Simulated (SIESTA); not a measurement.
A user runs SIESTA on LaSi (P1, 8 atoms in the cell) and asks whether the run is sound. The aim is a self-consistent single point with DFT, GGA PBEsol, numerical atomic orbitals DZP, PseudoDojo PBEsol standard norm-conserving potentials (rewritten from UPF to PSML).

Cell that was meant: a = 8.4926 Å, b = 4.0073 Å, c = 6.0695 Å, α = 90.00°, β = 90.00°, γ = 90.00°.

Part of the input:

```

XC.functional                GGA
XC.authors                   PBEsol
PAO.BasisSize                SZ
PAO.EnergyShift              0.01 Ry
MeshCutoff                   300 Ry
%block kgrid.MonkhorstPack
```

Output (repeated stretches shortened):

```
reinit: Reading from file input.fdf

reinit: System Name: LaSi
reinit: System Label: siesta

   [... lines left out ...]
        0.000000    4.007340    0.000000
        0.000000    0.000000    6.069540

outcell: Cell vector modules (Ang)   :    8.492590    4.007340    6.069540
outcell: Cell angles (23,13,12) (deg):     90.0000     90.0000     90.0000
outcell: Cell volume (Ang**3)        :    206.5628
new_DM -- step:     1
Initializing Density Matrix...

Attempting to read DM from file... Failed...
DM filled with atomic data:

InitMesh: MESH = 90 x 48 x 64 = 276480
InitMesh: Mesh cutoff (required, used) =   300.000   307.291 Ry

stepf: Fermi-Dirac step function
        iscf     Eharris(eV)        E_KS(eV)     FreeEng(eV)     dDmax    Ef(eV) dHmax(eV)
   scf:    1    -4255.955255    -4278.943926    -4279.123658  1.769284 -4.478177  1.491652
   scf:    2    -4279.205411    -4279.101770    -4279.283325  0.039169 -4.511978  0.783866
   scf:    3    -4279.184158    -4279.150126    -4279.332731  0.023321 -4.535367  0.449876
   scf:    4    -4279.178206    -4279.167242    -4279.350740  0.015859 -4.553718  0.195005
   scf:    5    -4279.174308    -4279.171588    -4279.355059  0.006322 -4.559178  0.128836
   scf:    6    -4279.174464    -4279.173380    -4279.356855  0.005229 -4.563115  0.025606
   scf:    7    -4279.173635    -4279.173522    -4279.356954  0.000895 -4.563853  0.009515
   scf:    8    -4279.173621    -4279.173581    -4279.356993  0.000689 -4.564262  0.010626
   scf:    9    -4279.173560    -4279.173572    -4279.356999  0.000248 -4.564442  0.001360
   scf:   10    -4279.173553    -4279.173563    -4279.357000  0.000082 -4.564437  0.000475
SCF Convergence by DM+H criterion
max |DM_out - DM_in|         :     0.0000819423
max |H_out - H_in|      (eV) :     0.0004746469
SCF cycle converged after 10 iterations

Using DM_out to compute the final energy and forces

siesta: E_KS(eV) =            -4279.1736

siesta: E_KS - E_eggbox =     -4279.1736

siesta: Atomic forces (eV/Ang):
     1    0.303094    0.137036   -0.078876
     2    0.787274    0.450462   -0.210223
     3    0.287183   -0.338138   -0.088560
     4    0.517658   -0.602724    0.354306
     5    0.128232   -0.601982   -1.156233
     6   -1.064800    1.089932    1.508213
     7   -1.023762    0.182493   -0.819110
     8    0.064949   -0.314686    0.490205
   Tot   -0.000172    0.002394   -0.000277
   Max    1.508213
   [... lines left out ...]
siesta: FreeEng =     -4279.357000
siesta: Cell volume =        206.562807 Ang**3
siesta:         -14.12565799         10.43073527  kBar
   [... lines left out ...]

mulliken: Qtot =       60.000

Mulliken Atomic Populations:
Atom #   charge [q] valence [e]  Species
     1     0.520255   10.479745  La
     2     0.497723   10.502277  La
     3     0.502232   10.497768  La
     4     0.501955   10.498045  La
     5    -0.502974    4.502974  Si
     6    -0.508258    4.508258  Si
     7    -0.508505    4.508505  Si
     8    -0.502428    4.502428  Si
 Total    -0.000000
```

### Question
Is this run sound? If not, what is wrong?

### Answer
The run is not sound. The fault is a minimal basis. One orbital a valence shell has little freedom to describe bonding. To fix it, use a double-zeta basis with polarisation or better. The run converged in 10 iterations without an error; against the sound input the pressure stays near -1.41 GPa while the xx stress (positive for compression) goes from -1.67 to -2.93 GPa and the largest force goes from 0.989 to 2.144 eV/Å.

The sound input it was made from differs as follows (other fixes are possible):
```diff
-PAO.BasisSize                SZ
+PAO.BasisSize                DZP
```

With that input, the run converged in 11 iterations: free energy E − TS -4284.5337 eV; Fermi level (on the code's own zero) -5.11 eV; pressure -1.47 GPa; largest force (vector length) 0.989 eV/Å (DFT, GGA PBEsol, numerical atomic orbitals DZP, PseudoDojo PBEsol standard norm-conserving potentials (rewritten from UPF to PSML)).

On the sound input: the starting cell comes from a database of computed structures (which also holds hypothetical and non-ambient phases and stackings), without a prior relaxation at this level. Its atoms were displaced at random from the sites of space group no. 62. Values carry the incompleteness of an atom-centred basis.
